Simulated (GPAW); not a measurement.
Band structure of KZnF3 (Pm-3m, 5 atoms in the cell).

```yaml
crystal:
  lattice:
    - [3.99370, 0.00000, 0.00000]
    - [0.00000, 3.99370, 0.00000]
    - [0.00000, 0.00000, 3.99370]
  atoms:
    - { symbol: K, position: [0.00000, 0.00000, 0.00000] }
    - { symbol: Zn, position: [0.50000, 0.50000, 0.50000] }
    - { symbol: F, position: [0.50000, 0.00000, 0.50000] }
    - { symbol: F, position: [0.00000, 0.50000, 0.50000] }
    - { symbol: F, position: [0.50000, 0.50000, 0.00000] }
```

Level of theory: PBE, GPAW PAW datasets PBE (gpaw-data 1.0.1) (plane waves; GPAW 25.7.0).

Settings: mode = pw; ecut = 900 eV; xc = PBE; kpts = 4 4 4; mesh shift (steps) = 0 0 0; occupations.name = fermi-dirac; occupations.width = 0.01 eV; nbands = -8; convergence.density = 1e-05 e/electron; convergence.bands = -6; symmetry.symmorphic = false; symmetry.tolerance = 0.0005; maxiter = 100; bandpath_npoints = 40.

The starting cell has typed, rounded lattice constants, without a prior relaxation at this level. Its lattice was rescaled by a random factor within 2.5 % of one.

Q: Predict the gap along the standard path and the places of the band edges.

A: The gap along the path is 3.92 eV, from R to Γ; the smallest direct gap on it is 6.03 eV.

Levels in eV from the top of the valence band on the SCF mesh, bands 18 to 25:
```json
[
 {"point": "Γ", "18": "-2.35", "19": "-2.11", "20": "-2.11", "21": "-2.11", "22": "3.92", "23": "8.51", "24": "8.51", "25": "9.54"},
 {"point": "X", "18": "-2.30", "19": "-1.87", "20": "-1.87", "21": "-1.60", "22": "6.79", "23": "8.34", "24": "9.50", "25": "10.98"},
 {"point": "M", "18": "-1.96", "19": "-1.96", "20": "-1.75", "21": "0.00", "22": "8.22", "23": "10.07", "24": "10.29", "25": "10.29"},
 {"point": "R", "18": "-1.73", "19": "-1.73", "20": "0.00", "21": "0.00", "22": "8.36", "23": "8.36", "24": "8.36", "25": "10.59"}
]
```
